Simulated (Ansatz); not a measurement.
Levels about the gap of amorphous Si24O49Be (74 atoms in a cell of 1105 Å³, 2.20 g/cm³; zone centre alone, so wide bands show as single levels with stretches between that a denser mesh fills), at the geometry that PBE relaxed, where it gives -1.1 GPa on a denser mesh. The participation number counts the atoms over which a state spreads; weights are charges in smoothed Voronoi cells. The levels come from a single point, so bond lengths are those of that geometry. Method of the levels: r2SCAN, scalar-relativistic without spin-orbit coupling (Ansatz, a program for electronic structure). Sampling: the zone centre alone; Fermi-Dirac width 0.02 eV; no spin polarisation. At PBE the levels at the filled edge of the gap are localised (band-tail or defect states), and the nearest spread-out levels lie 4.9 eV apart at the zone centre.

The cell was made by melting and quenching with the CHGNet potential and then relaxed with DFT. O atoms were pushed apart under 1.9 Å during the dynamics, to hinder bonds among them. The hot cell started wider than the set density and was brought back towards it in steps. It is the lowest in DFT energy of 2 quenches. It is a model cell: composition and starting density were chosen by hand, and all elements were melted together. No dispersion term was used. Its density started from a set value of 2.20 and ended at 2.20 g/cm³. Cooling (nominally 320 K/ps over its main leg) ran many orders faster than in experiment, which tends to leave more defects and strain. Values belong to this one cell and scatter from quench to quench. The volume was held where the preparation left it and the shape relaxed, at a PBE pressure of -1.1 GPa (tension). Stress components on the final sampling reach 1.7 GPa. Cycles of charging lowered its energy after that relaxation.

| E - E(highest filled), eV | filling | participation number | largest on | weight O | weight Si | weight Be |
|---|---|---|---|---|---|---|
| -1.43 | filled | 21.8 | O, 2 neighbours | 0.95 | 0.04 | 0.01 |
| -1.35 | filled | 13.4 | O, 2 neighbours | 0.94 | 0.04 | 0.02 |
| -1.20 | filled | 7.9 | O, 2 neighbours | 0.94 | 0.04 | 0.02 |
| -1.06 | filled | 5.1 | O, 2 neighbours | 0.93 | 0.04 | 0.03 |
| -0.84 | filled | 4.6 | O, 2 neighbours | 0.93 | 0.04 | 0.03 |
| -0.64 | filled | 4.6 | O, 2 neighbours | 0.94 | 0.04 | 0.02 |
| 0.00 | filled | 3.0 | O, 2 neighbours | 0.94 | 0.04 | 0.01 |
| 4.27 | empty | 43.0 | O, 3 neighbours | 0.68 | 0.31 | 0.00 |
| 5.74 | empty | 35.8 | Si, 4 neighbours | 0.66 | 0.34 | 0.00 |
| 5.98 | empty | 17.2 | Si, 4 neighbours | 0.59 | 0.41 | 0.00 |
| 6.30 | empty | 37.7 | Si, 4 neighbours | 0.67 | 0.32 | 0.01 |
| 6.34 | empty | 40.5 | O, 2 neighbours | 0.70 | 0.29 | 0.00 |
| 6.56 | empty | 47.9 | O, 2 neighbours | 0.73 | 0.27 | 0.00 |
| 6.80 | empty | 43.7 | O, 2 neighbours | 0.71 | 0.29 | 0.00 |

Most localised among these is the filled level at +0.00 eV, on a O atom, which has 2 neighbours (Be 1.55 Å, Si 1.58 Å).
